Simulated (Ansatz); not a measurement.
Base system: ZnS in the wurtzite structure (space group P6_3mc, No. 186; a = 3.845 Å, c = 6.306 Å).

Modification: the cell is scaled by 1.0293 in all directions; the atoms relax in the strained cell.

Levels (all Ansatz, an electronic-structure program, PAW): PBE (420 eV, without spin-orbit coupling); HSE06 (420 eV, no spin-orbit coupling).

The geometry is relaxed with PBE.

| Item | Result |
|---|---|
| PBE lowest conduction level above the VBM at special points | Γ 1.71 eV; A 3.20 eV; L 3.48 eV |

Predict the lowest conduction level above the VBM at special points from HSE06.

The lowest conduction level above the VBM at special points changes from Γ 1.71 eV; A 3.20 eV; L 3.48 eV to Γ 2.88 eV; A 4.43 eV; L 4.61 eV.

Single points use the geometry relaxed with PBE. The levels and masses belong to the bands next to the band gap. No phonon test of stability was made.
